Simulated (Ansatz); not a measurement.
Worked example: self-consistent single point of VMo (Cmm2, 2 atoms in the cell) in Ansatz (a program for electronic structure).

Computed with LDA (PW92), default PAW files made with PBE (plane waves; Ansatz).

```
CELL_PARAMETERS angstrom
      1.52959    -2.21291     0.00000
      1.52959     2.21291     0.00000
      0.00000     0.00000     4.20786
ATOMIC_POSITIONS crystal
  V  0.50000 0.50000 0.51188
  Mo 0.00000 0.00000 0.00000
```

Reference input (self-consistent single point, DFT, LDA (PW92), plane waves, default PAW files made with PBE): basis.ecutwfc = 420 eV; kpoints.mp_grid.grid = 13 13 8; hamiltonian.xc = lda; hamiltonian.pseudopotentials = {kind: paw} (the program's default PAW files); scf.occupations.method = gaussian; scf.occupations.width = 0.1 eV. This run's input differs from it in these lines:

Ansatz 0.2 input:
```diff
@@ -13,3 +13,3 @@
   mp_grid:
-    grid: [13, 13, 8]
+    grid: [31, 31, 19]
 hamiltonian:
@@ -21,3 +21,3 @@
     method: gaussian
-    width: 0.1 eV
+    width: 0.3 eV
 output:
```

The program printed (abridged):

```
SCF iter   1: F=—  HF=-7703.520805 eV  |F-HF|=—  |Δ(HF+E_count)|=         —  Δρ=9.45e-3  dr2=3.08e-2  ethr=1.77e-3  ⟨swp⟩=4.2  Hψ=176872  notcnv=0
all-band conjugate gradients solve this SCF's bands
preconditioner: auto → none
SCF iter   2: F=—  HF=-7703.520824 eV  |F-HF|=—  |Δ(HF+E_count)|=   1.88e-5  Δρ=6.90e-3  dr2=2.19e-2  ethr=1.14e-4  ⟨swp⟩=1.0  Hψ=66560  notcnv=0
   [... lines left out ...]
SCF iter   6: F=—  HF=-7703.519100 eV  |F-HF|=—  |Δ(HF+E_count)|=   5.68e-6  Δρ=5.16e-5  dr2=7.23e-7  ethr=4.59e-8  ⟨swp⟩=2.0  Hψ=61461  notcnv=0
SCF iter   7: F=-7703.519100 eV  HF=-7703.519100 eV  |F-HF|=1.74e-9  |Δ(HF+E_count)|=   8.24e-8  Δρ=1.29e-5  dr2=2.32e-8  ethr=3.70e-10  ⟨swp⟩=4.9  Hψ=172003  notcnv=0
the search or the solves at the SCF's close seem to have found levels that the self-consistency loop had missed (the run counts 1) …
SCF 1 converged in 7 iterations: F = -7703.519100 eV  dr2 = 2.32e-8
Free energy (F): -7703.519100 eV
Internal energy: -7703.444582 eV  (E = F + TS)
E sigma→0 (E₀):  -7703.481841 eV
Entropy (-TS):   -0.074518 eV (-37.259 meV/atom)
Fermi energy:    18.978036 eV
--- Forces (eV/Å), atoms counted from 1 ---
  atom   1  V      0.00000000     0.00000000    -0.43243123
  atom   2  Mo     0.00000000     0.00000000     0.43248546
--- Stress (GPa, compression-positive) ---
       -7.202901       0.000000       0.000000
        0.000000      -7.639162       0.000000
        0.000000       0.000000      -7.115909
  P = ⅓ Tr σ = -7.3193 GPa (-73.193 kbar)
  The stress holds the Pulay correction. Without it, at fixed plane waves, as pw.x and ABINIT print it: P = -7.3628 GPa
```

The run converged in 7 iterations. Against the reference run the free energy falls by 17.5 meV/atom, the pressure goes from -7.49 to -7.32 GPa and the largest force moves little (0.435 to 0.432 eV/Å).

The starting cell comes from a database of computed structures (which also holds hypothetical and non-ambient phases and stackings), without a prior relaxation at this level. Its lattice was rescaled by up to half a per cent. One atom was moved a little off its site on purpose. Spin polarisation is off. With a pressure of about -7 GPa the cell is away from its equilibrium volume at this level. Ansatz's pressure includes its estimate of the finite-basis (Pulay) stress.

Cost on one core of a shared machine: roughly 2 min.
